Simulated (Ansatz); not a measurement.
OsO2 (P4_2/mnm): resistivity and electron-phonon coupling

Here is the system:

```
CELL_PARAMETERS angstrom
      4.45449     0.00000     0.00000
      0.00000     4.45449     0.00000
      0.00000     0.00000     3.18059
ATOMIC_POSITIONS crystal
  Os 0.00000 0.00000 0.00000
  Os 0.50000 0.50000 0.50000
  O  0.30879 0.30879 0.00000
  O  0.69121 0.69121 0.00000
  O  0.19121 0.80879 0.50000
  O  0.80879 0.19121 0.50000
```

Computed with PBEsol, DFPT electron-phonon coupling, linearised Boltzmann equation (plane waves, PAW, scalar-relativistic; Ansatz, a quantum-chemistry and plane-wave program). Geometry: relaxed with this functional, without spin-orbit coupling.

```
Quantity                                                                                                        Result
----------------------------------------------------------------------------------  ----------------------------------
resistivity at 300 K                                                                      29 (x), 29 (y), 32 (z) μΩ·cm
resistivity at 77 K                                                                 1.34 (x), 1.34 (y), 1.56 (z) μΩ·cm
electron mean free path at 300 K (weighted by the current that each state carries)        7.2 (x), 7.2 (y), 5.9 (z) nm
```

A metal at this level (no band gap). Only scattering by harmonic phonons is included (no impurities, grain boundaries, electron-electron scattering or thermal expansion). Spin-orbit coupling is left out, which matters with elements this heavy. Halving the electron mesh (20x20x28) moves the resistivity by up to 11 % at 300 K, the mean free path by up to 3 %. Smearing 0.20 eV; phonons on a 3x3x4 q mesh, which this run doesn't test and which matters most at low temperature.

Formula and space group known from diffraction (Crystallography Open Database), not checked to be the room-temperature form: OsO2 (P4_2/mnm).
